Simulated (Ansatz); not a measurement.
GaAs: energy against strain

GaAs (zinc blende, F-43m, 21.985 Å³/atom at rest) under an equal strain ε in the (001) plane with the normal axis free, as in a coherent film. LDA in Ansatz, a plane-wave DFT program (PAW, default set), 420 eV, 10×10×10 Γ-centred mesh, Fermi-Dirac smearing 0.05 eV; ions are relaxed within the symmetry of each cell.

Here s stands for strain and y for E less E0.

```
strain (%)  E less E0 (meV/atom)
----------  --------------------
-3.00                          ?
-1.50                       3.92
-1.00                       1.73
-0.50                       0.43
0.00                        0.00
0.50                        0.41
1.00                        1.63
1.50                        3.62
```

The 7 complete rows are fitted with a parabola, y against s. Least squares gives y = 0.002 - 0.0800·s + 1.6752·s². Residuals (row less fit): 0.029, -0.027, -0.031, -0.002, 0.029, 0.033, -0.031; standard error 0.037 (degrees of freedom: 4). Twice the quadratic coefficient over the volume, 2 × 1.6752 meV × 10⁴ × 0.1602 / 21.985 Å³, is twice the biaxial elastic modulus of this plane = 244 ± 2 GPa.

Q: Predict the withheld y at s = -3.00 from the fit, and compare with the calculation.

A: y = 0.002 - 0.0800 × (-3.0) + 1.6752 × (-3.0)² = 15.319 meV/atom. The calculation gives 16.21 meV/atom, 0.891 meV/atom above the prediction (5.5 % of the range of y in the table). The row lies outside the fitted rows, so this is an extrapolation. From the scatter of the fitted rows alone, a prediction at this place has a standard error of 0.141 meV/atom, so the miss is 6.3 times that.

One order more, fitted to all 13 runs of the series, follows each within 0.01, so the miss is the next term of a smooth law. Rows are the converged runs of the series near zero and its far end; series whose fitted rows scatter by over a few per cent of the range, as at a crossing or softening among them, aren't shown in this form. Most that stay on the fit to the last digits aren't either.
